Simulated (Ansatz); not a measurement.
Take AlAs in the zinc blende structure (space group F-43m, No. 216) as the base.

```
CELL_PARAMETERS angstrom
      0.00000     2.86406     2.86406
      2.86406     0.00000     2.86406
      2.86406     2.86406     0.00000
ATOMIC_POSITIONS crystal
  As 0.75000 0.75000 0.75000
  Al 0.00000 0.00000 0.00000
```

Computed with DFT with PBE, PAW potentials and a 420 eV plane-wave cutoff in Ansatz (an electronic-structure program), no spin-orbit coupling, earlier PAW set.

Modification: full substitution As → N; the structure is relaxed again.

Measured band gap: AlAs 2.28 eV (static lattice; corrected from measurement; as listed in Wei Chen et al., Physical Review Materials (2018)); AlN 5.34 eV (temperature not stated; as listed in Daiki Deguchi et al., Japanese Journal of Applied Physics (2016)).

**Question.** How well does PBE reproduce the measured shift?

**Answer.** With PBE the band gap moves by +1.81 eV (1.50 → 3.31) against +3.06 eV measured. The two measured values stand on different bases (one corrected, one not), which blurs small differences.

Whether these cells are dynamically stable was not tested. This is not the structure that AlN has at room temperature and ambient pressure.
